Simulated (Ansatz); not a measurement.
Cost and result by functional for the surface energy of the (320) surface of germanium in its 1x1 cell, relaxed from an ideal cut (the real face may reconstruct), outermost plane spacing 0.40 Å in the ideal cut (in the relaxation 2 Ge–Ge bonds formed), in Ansatz (plane waves, PAW). Single points on the PBE structure, on one kind of machine; costs are rough ratios of the slab run's core time (references not counted) to the cheapest single point. r2SCAN's cost holds its higher cutoff (500 against 420 eV). Differences are taken against r2SCAN for comparison alone: no measured value is at hand, so the table doesn't rank accuracy.

Model: 29-atom slab, 11.2 Å thick at the start, 5x3x1 mesh, Fermi-Dirac 0.025 eV, dipole correction, all atoms relaxed; no symmetry held; no spin (no spin-polarised run to compare, though such a face may carry moments), no spin-orbit, no U. Its gap by band count is narrow, 0.08 eV on this mesh, and the smearing reaches across it. These notes are the PBE run's.

| functional | relative cost | surface energy (J/m²) | less r2SCAN (J/m²) |
|---|---|---|---|
| PBEsol | 1 | 1.06 | -0.10 |
| RPBE | 1 | 0.79 | -0.37 |
| LDA | 1 | 1.16 | 0.01 |
| r2SCAN | 3 | 1.16 | 0.00 |
| PBE (the relaxed run's value) | – | 0.91 | -0.25 |

The values span 0.38 J/m², while the single points' costs differ by a factor of roughly 3. Differences are of unrounded values.

Ansatz is a first-principles code.
